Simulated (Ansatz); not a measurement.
Given:

```xyz
6
Lattice="3.6604 0.0000 0.0000 -1.8302 3.0676 0.0000 0.0000 0.0000 14.1819" Properties=species:S:1:pos:R:3 pbc="T T T"
Mo     0.0000     2.0489    10.6364
Mo     1.8302     1.0186     3.5455
Te     0.0000     2.0260     1.7710
Te     1.8302     1.0416     8.8620
Te     1.8302     1.0416    12.4109
Te     0.0000     2.0260     5.3199
```

No spin polarisation.

The values are results of DFT with r2SCAN+rVV10, PAW potentials and a 500 eV plane-wave cutoff in Ansatz (a quantum-chemistry and plane-wave program), spin-orbit coupling left out, not measurements. k-mesh 11×11×3 (Γ-centred); smearing 0.05 eV (Fermi–Dirac).

### Question
Predict the stress, valence-band top at Γ and smallest direct gap.

### Answer
Stress (xx, yy, zz, yz, xz, xy; compression positive): (-3.75, -1.12, -0.34, 0.00, 0.00, 0.00) GPa
Valence-band top at Γ (three highest levels, from the VBM): 0.00, -0.44, -0.90 eV
Smallest direct gap: 0.97 eV

Spin-orbit coupling, missing from the scalar runs, can matter with Te. The cells carry an imposed strain or load. Whether these cells are dynamically stable was not tested. The cell was made from MoTe$_{2}$ in the 2H-MoS2 type structure (space group P6_3/mmc, No. 194; layered, stacked along the Cartesian z axis) by this change: uniaxial strain ε_xx = +3.34 %.
